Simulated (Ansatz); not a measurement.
Electronic density of states of amorphous In6Ga12Zn6O33, density 5.53 g/cm³, on a 2×2×2 Γ-centred mesh with a Gaussian width of 0.1 eV; energies count from the Fermi level, whose place inside the gap is arbitrary. Cell and mesh are small, so fine structure isn't converged. Level of theory: PBE, scalar-relativistic without spin-orbit coupling (plane waves to 420 eV, PAW; Ansatz, a program for electronic structure). Sampling: a 2×2×2 Γ-centred mesh; Fermi-Dirac width 0.02 eV; no spin polarisation. At PBE the levels at the filled edge of the gap are localised (band-tail or defect states).

It comes from a melt-quench run on a machine-learned potential (CHGNet), relaxed afterwards by DFT. O atoms were pushed apart under 1.9 Å during the dynamics, to hinder bonds among them. The hot cell started wider than the set density and was brought back towards it in steps. It is the lowest in DFT energy of 2 quenches. It is a model cell: composition and starting density were chosen by hand, and all elements were melted together. No dispersion term was used. Its density started from a set value of 5.78 and ended at 5.53 g/cm³. The quench (nominally 84 K/ps over its main leg) was far faster than any real one, so the model tends to hold more defects than a real film. Values belong to this one cell and scatter from quench to quench. Volume and shape were free in the relaxation.

```csv
E - EF (eV),states/(eV atom)
-12.00,0.17
-11.90,0.02
-11.80,0.00
-11.70,0.00
-11.60,0.00
-11.50,0.00
-11.40,0.00
-11.30,0.00
-11.20,0.00
-11.10,0.00
-11.00,0.00
-10.90,0.00
-10.80,0.00
-10.70,0.00
-10.60,0.00
-10.50,0.00
-10.40,0.00
-10.30,0.00
-10.20,0.00
-10.10,0.00
-10.00,0.00
-9.90,0.00
-9.80,0.00
-9.70,0.00
-9.60,0.00
-9.50,0.00
-9.40,0.00
-9.30,0.00
-9.20,0.00
-9.10,0.00
-9.00,0.00
-8.90,0.00
-8.80,0.00
-8.70,0.00
-8.60,0.00
-8.50,0.00
-8.40,0.00
-8.30,0.00
-8.20,0.00
-8.10,0.00
-8.00,0.00
-7.90,0.00
-7.80,0.00
-7.70,0.00
-7.60,0.00
-7.50,0.00
-7.40,0.00
-7.30,0.03
-7.20,0.15
-7.10,0.20
-7.00,0.19
-6.90,0.18
-6.80,0.22
-6.70,0.25
-6.60,0.31
-6.50,0.39
-6.40,0.42
-6.30,0.44
-6.20,0.46
-6.10,0.49
-6.00,0.55
-5.90,0.62
-5.80,0.68
-5.70,0.71
-5.60,0.77
-5.50,0.93
-5.40,1.02
-5.30,1.03
-5.20,1.09
-5.10,1.03
-5.00,0.91
-4.90,0.83
-4.80,0.80
-4.70,0.77
-4.60,0.72
-4.50,0.64
-4.40,0.67
-4.30,0.67
-4.20,0.60
-4.10,0.57
-4.00,0.60
-3.90,0.65
-3.80,0.60
-3.70,0.56
-3.60,0.62
-3.50,0.61
-3.40,0.57
-3.30,0.65
-3.20,0.63
-3.10,0.57
-3.00,0.58
-2.90,0.66
-2.80,0.70
-2.70,0.68
-2.60,0.66
-2.50,0.68
-2.40,0.73
-2.30,0.78
-2.20,0.80
-2.10,0.79
-2.00,0.75
-1.90,0.81
-1.80,0.90
-1.70,0.89
-1.60,0.89
-1.50,0.95
-1.40,0.95
-1.30,0.90
-1.20,0.95
-1.10,1.04
-1.00,1.08
-0.90,0.95
-0.80,0.78
-0.70,0.54
-0.60,0.32
-0.50,0.09
-0.40,0.01
-0.30,0.00
-0.20,0.00
-0.10,0.00
0.00,0.00
0.10,0.00
0.20,0.00
0.30,0.00
0.40,0.00
0.50,0.02
0.60,0.02
0.70,0.00
0.80,0.00
0.90,0.00
1.00,0.00
1.10,0.00
1.20,0.00
1.30,0.00
1.40,0.00
1.50,0.01
1.60,0.02
1.70,0.02
1.80,0.04
1.90,0.08
2.00,0.07
2.10,0.02
2.20,0.03
2.30,0.07
2.40,0.06
2.50,0.06
2.60,0.07
2.70,0.09
2.80,0.10
2.90,0.09
3.00,0.07
3.10,0.03
3.20,0.05
3.30,0.09
3.40,0.09
3.50,0.11
3.60,0.14
3.70,0.17
3.80,0.17
3.90,0.20
4.00,0.23
4.10,0.16
4.20,0.17
4.30,0.25
4.40,0.26
4.50,0.21
4.60,0.22
4.70,0.20
4.80,0.21
4.90,0.26
5.00,0.30
5.10,0.29
5.20,0.29
5.30,0.31
5.40,0.29
5.50,0.32
5.60,0.33
5.70,0.36
5.80,0.42
5.90,0.39
6.00,0.34
6.10,0.28
6.20,0.29
6.30,0.29
6.40,0.26
6.50,0.22
6.60,0.25
6.70,0.31
6.80,0.32
6.90,0.34
7.00,0.32
7.10,0.29
7.20,0.33
7.30,0.35
7.40,0.36
7.50,0.32
7.60,0.24
7.70,0.28
7.80,0.32
7.90,0.30
```

The level gap on this mesh is 1.15 eV; the broadening fills part of it in the curve.
